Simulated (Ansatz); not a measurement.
## What biaxial strain −2.00 %, plane normal [001], relaxed out of plane does to Cu

The parent structure is Cu in the fcc (Cu type) structure (space group Fm-3m, No. 225; a = 3.577 Å; relaxed with 0.1 eV smearing). Axes: x, y, z lie along the cube axes.

Now apply this change: biaxial strain −2.00 %, plane normal [001], relaxed out of plane (Cartesian); in-plane vectors clamped, the third vector and the atoms free.

The values are results of r2SCAN in Ansatz (plane waves to 500 eV, PAW, no spin-orbit coupling), not measurements. Settings: 32×32×32 k-points, 0.1 eV Fermi–Dirac smearing.

The volume per atom shrinks by 0.15 Å³ (11.44 Å³ → 11.29 Å³) and the space group becomes I4/mmm (No. 139) (base: Fm-3m (No. 225)). The shortest interatomic distance falls by 0.0506 Å to 2.479 Å and the energy rises by 4.7 meV/atom. The band gap remains zero and the out-of-plane strain amounts to +2.75 %. The ratio −ε⊥/ε∥ comes out as 1.37.

Cost of the whole job for the changed cell (relaxation, final SCF and bands): about 4 core-minutes (a rough figure).

Stability against distortions was not tested. The final runs are not spin-polarised.

Ansatz is a first-principles code.
